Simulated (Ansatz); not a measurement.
**How far to go with the plane-wave cutoff: In2Ni3Se2 (R3m, 7 atoms in the cell)**

```xyz
7
Lattice="2.7236 1.5725 4.7410 -2.7236 1.5725 4.7410 0.0000 -3.1450 4.7410" Properties=species:S:1:pos:R:3 pbc="T T T"
In     0.0000     0.0000     0.0500
In     0.0000     0.0000     7.1116
Ni     0.0000    -1.5725     2.3705
Ni     1.3618     0.7862     2.3705
Ni    -1.3618     0.7862     2.3705
Se     0.0000     0.0000     4.0222
Se     0.0000     0.0000    10.2010
```

Level of theory: LDA (PW92), default PAW files made with PBE (plane waves; Ansatz, a program for electronic structure).

Base settings: basis.ecutwfc = 30.9 Ry; kpoints.mp_grid.grid = 4 4 4; hamiltonian.xc = lda; hamiltonian.pseudopotentials = {kind: paw} (the program's default PAW files); scf.occupations.method = fermi_dirac; scf.occupations.width = 0.0073 Ry.

The second cell is the first with its lattice scaled by 0.98.

The mesh stays at the base's, so the ladder's end is converged at best in this setting alone.

The first pressure column holds Ansatz's estimate of the finite-basis (Pulay) stress, which hides part of the cutoff error; the other is without it.

Only quantities that move along the ladder and can be compared are tabulated.

The count of work is k-points × plane waves × bands × iterations; it is no time. 

The starting cell comes from a database of computed structures (which also holds hypothetical and non-ambient phases and stackings), without a prior relaxation at this level. Its lattice was rescaled by up to half a per cent. One atom was moved a little off its site on purpose. Spin polarisation is off, so a magnetic state, if there is one, cannot be reached. In the base run, with a pressure of about -7 GPa the cell is away from its equilibrium volume at this level.

Steps (basis.ecutwfc): 10.7 Ry; 12.5 Ry; 14 Ry; 15.4 Ry; 16.9 Ry; 18.4 Ry; 21.7 Ry; 24.6 Ry; 27.9 Ry; 30.9 Ry; 33.8 Ry; 37.1 Ry; 41.5 Ry; 46.3 Ry; 54 Ry; 61.7 Ry; 74.2 Ry.

Problem. What is the coarsest basis.ecutwfc that holds the free energy within 5 meV/atom of the last step, with all finer ones?

Solution. 27.9 Ry, at 0.23 of the last step's count of work; the step before is off by 29 meV/atom.

Problem. What is the coarsest basis.ecutwfc that holds the energy of the compressed cell less the first within 0.2 meV/atom of the last step, with all finer ones?

Solution. 30.9 Ry, at 0.27 of the last step's count of work; the step before is off by 0.27 meV/atom.

Problem. What is the coarsest basis.ecutwfc that holds the forces within 0.005 eV/Å of the last step, with all finer ones?

Solution. 30.9 Ry, at 0.27 of the last step's count of work; the step before is off by 0.008 eV/Å.

| basis.ecutwfc | free energy less the last step's (meV/atom) | energy of the compressed cell less the first (meV/atom) | pressure (GPa) | pressure without the Pulay estimate (GPa) | largest difference of a force vector from the last step's (eV/Å) | count of work / last |
|---|---|---|---|---|---|---|
| 10.7 Ry | 68476.01 | 274.88 | -27.06 | -2244.82 | 4.057 | 0.074 |
| 12.5 Ry | 28292.17 | -228.81 | -21.84 | -1077.89 | 0.506 | 0.077 |
| 14 Ry | 13378.93 | 227.74 | -6.14 | -575.34 | 0.840 | 0.092 |
| 15.4 Ry | 6701.28 | 36.74 | -7.27 | -324.35 | 0.587 | 0.11 |
| 16.9 Ry | 3128.88 | -24.72 | -4.41 | -174.55 | 0.401 | 0.11 |
| 18.4 Ry | 1366.34 | 2.22 | -3.27 | -90.67 | 0.289 | 0.11 |
| 21.7 Ry | 194.67 | -26.85 | -6.87 | -23.13 | 0.024 | 0.16 |
| 24.6 Ry | 28.60 | -25.95 | -6.93 | -9.88 | 0.007 | 0.19 |
| 27.9 Ry | 4.33 | -26.25 | -6.98 | -7.25 | 0.008 | 0.23 |
| 30.9 Ry | 2.39 | -26.39 | -7.00 | -7.05 | 0.003 | 0.27 |
| 33.8 Ry | 1.73 | -26.43 | -7.01 | -7.05 | 0.002 | 0.31 |
| 37.1 Ry | 1.28 | -26.46 | -7.01 | -7.03 | 0.002 | 0.35 |
| 41.5 Ry | 0.91 | -26.49 | -7.01 | -7.04 | 0.001 | 0.42 |
| 46.3 Ry | 0.50 | -26.51 | -7.02 | -7.04 | 0.001 | 0.50 |
| 54 Ry | 0.14 | -26.51 | -7.02 | -7.02 | 0.000 | 0.62 |
| 61.7 Ry | 0.05 | -26.52 | -7.02 | -7.02 | 0.000 | 0.76 |
| 74.2 Ry | 0.00 | -26.52 | -7.02 | -7.02 | 0.000 | 1.0 |

The energy difference between the two cells stays within 1 meV/atom of the last step's from 21.7 Ry on, the total only from 41.5 Ry on: much of the error is common to both cells and cancels.

At the lowest cutoff the pressure without the Pulay estimate lies 2240 GPa under the last step's, the usual sign of Pulay stress in an incomplete plane-wave basis.

Keys are those of Ansatz 0.2.
